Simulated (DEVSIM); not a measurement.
Device: Cr/Si3N4/p-Si capacitor, at 400 K.

```
layer (left to right)  material  thickness (nm)  Na (cm⁻³)
---------------------  --------  --------------  ---------
1                         Si3N4            6.00          -
2                            Si             590     9.6e17
```

Metal gate on the left, work function 4.5 eV. Fixed charge at the semiconductor interface 1.6e10 cm⁻² (in units of +e); interface traps 1.8e10 cm⁻² eV⁻¹, uniform in energy, neutral level at 0.7 of the gap above the valence band.

The device is made up for the run: typed textbook-type constants, with dimensions and the other settings drawn at random. Values at 300 K; Nc and Nv go as T^1.5, mobilities as T to minus their exponent, the gap by Varshni's rule with the affinity fixed.

| parameter | Si3N4 | Si |
|---|---|---|
| gap (eV) | 5.1 | 1.124 |
| affinity (eV) | 2.1 | 4.05 |
| permittivity | 7.5 | 11.7 |
| Nc (cm⁻³) | - | 2.86e19 |
| Nv (cm⁻³) | - | 3.1e19 |
| Varshni α (eV/K) | - | 0.000473 |
| Varshni β (K) | - | 636 |

Model (solved in DEVSIM): 1D Poisson equation in equilibrium, Boltzmann statistics, complete ionisation; no quantum confinement or tunnelling. Metal contacts follow the ideal Schottky-Mott rule: no Fermi-level pinning, no interface dipoles.

**Question.** Tabulate band edges, carrier densities and field at 0.6 V on the gate.

**Answer.** Energies count from the Fermi level of the right contact; mesh points crowd at the junctions.

| x (μm) | Ec (eV) | Ev (eV) | n (cm⁻³) | p (cm⁻³) | field (V/cm) |
|---|---|---|---|---|---|
| 0.000 | 1.800 | -3.300 | < 1e2 | < 1e2 | 690000 |
| 0.0008617 | 1.859 | -3.241 | < 1e2 | < 1e2 | 690000 |
| 0.002191 | 1.951 | -3.149 | < 1e2 | < 1e2 | 690000 |
| 0.003830 | 2.064 | -3.036 | < 1e2 | < 1e2 | 690000 |
| 0.005474 | 2.178 | -2.922 | < 1e2 | < 1e2 | 690000 |
| 0.006262 | 0.275 | -0.821 | 1.5e16 | 2.1e9 | 440000 |
| 0.007455 | 0.327 | -0.770 | 3.4e15 | 9.5e9 | 420000 |
| 0.01093 | 0.464 | -0.632 | 6.2e13 | 5.2e11 | 370000 |
| 0.01602 | 0.634 | -0.462 | 4.5e11 | 7.1e13 | 300000 |
| 0.02538 | 0.845 | -0.251 | 9.8e8 | 3.3e16 | 160000 |
| 0.04386 | 0.957 | -0.139 | 3.8e7 | 8.5e17 | 8800 |
| 0.09259 | 0.962 | -0.135 | 3.4e7 | 9.6e17 | ≈ 0 |
| 0.1715 | 0.962 | -0.135 | 3.4e7 | 9.6e17 | ≈ 0 |
| 0.3010 | 0.962 | -0.135 | 3.4e7 | 9.6e17 | ≈ 0 |
| 0.4655 | 0.962 | -0.135 | 3.4e7 | 9.6e17 | ≈ 0 |
| 0.5278 | 0.962 | -0.135 | 3.4e7 | 9.6e17 | ≈ 0 |
| 0.5594 | 0.962 | -0.135 | 3.4e7 | 9.6e17 | ≈ 0 |
| 0.5766 | 0.962 | -0.135 | 3.4e7 | 9.6e17 | ≈ 0 |
| 0.5883 | 0.962 | -0.135 | 3.4e7 | 9.6e17 | ≈ 0 |
| 0.5924 | 0.962 | -0.135 | 3.4e7 | 9.6e17 | ≈ 0 |
| 0.5946 | 0.962 | -0.135 | 3.4e7 | 9.6e17 | ≈ 0 |
| 0.5960 | 0.962 | -0.135 | 3.4e7 | 9.6e17 | ≈ 0 |
